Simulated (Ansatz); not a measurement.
## SnSe2: energy against volume

SnSe2 (1T layered, P-3m1, 23.863 Å³/atom and stress up to 0.01 GPa in the relaxed cell, c along z) under hydrostatic pressure, with the cell free. PBEsol-D3(BJ) in Ansatz, a plane-wave DFT program (PAW, default set), 420 eV, 10×10×6 Γ-centred mesh, Fermi-Dirac smearing 0.05 eV; ions are relaxed, or left where forces stay under 0.02 eV/Å, within the symmetry of each cell. Against the start cell, which lies near the measured one, the relaxed cell differs by -7.3 % in volume and -6.5 % in c; the values below rest on it.

Here V stands for volume and E for E less E0.

```csv
volume (Å³/atom),E less E0 (meV/atom),pressure (GPa)
25.6144,12.18,-2.00
24.5504,2.07,-1.00
23.8629,0.00,0.00
23.6937,0.19,0.30
23.4779,0.91,0.70
23.0609,3.92,1.50
22.4413,?,?
```

Problem. Using the third-order Birch-Murnaghan form, a cubic in V^(-2/3), estimate the missing E at V = 22.4413 from the other rows, showing the fit.

Solution. With u = V^(-2/3) - 0.1201, the rows have u = -0.0050172, -0.0017157, 0.0005474, 0.0011211, 0.0018627, 0.0033286. Least squares gives E = 0.096 - 418.9·u + 441337·u² + 8926303·u³. Residuals (row less fit): 0.000, 0.001, 0.000, -0.004, 0.005, -0.001; standard error 0.005 (degrees of freedom: 2). Its minimum lies at u = 0.0004679, so V0 = (0.1205679)^(-3/2) = 23.89. There d²E/du² = 907700 and d³E/du³ = 5.356e7, so B0 = (4/9) × 23.89^(-7/3) × 907700 × 0.160218 = 39.3 GPa (the last factor turns the table's units into GPa), and B0' = 4 + (2/3) × 0.1205679 × (5.356e7)/907700 = 8.7. B0' rests on the cubic coefficient alone and has a standard error of 0.1 from these residuals. At the withheld row, u = 0.0055902, so E = 0.096 - 418.9 × 0.0055902 + 441337 × 0.0055902² + 8926303 × 0.0055902³ = 13.106 meV/atom. The calculation gives 12.34 meV/atom, 0.766 meV/atom below the prediction (6.2 % of the range of E in the table). The row lies outside the fitted rows, so this is an extrapolation. The scatter of the fitted rows lies at the last printed digit.

This level leaves no gap over 0.05 eV at pressure 0.0, 0.3, 0.7, 1.5, 3.0 GPa. Other structures, which can take over under pressure, weren't tried. The same form fitted to the pressure column gives B0' = 8.4; series where the two differ by over 0.4 aren't shown. Rows are the converged runs of the series near zero and its far end, less any whose ions stayed unrelaxed beside relaxed ones; series whose fitted rows scatter by over a few per cent of the range, as at a crossing or softening among them, aren't shown in this form.
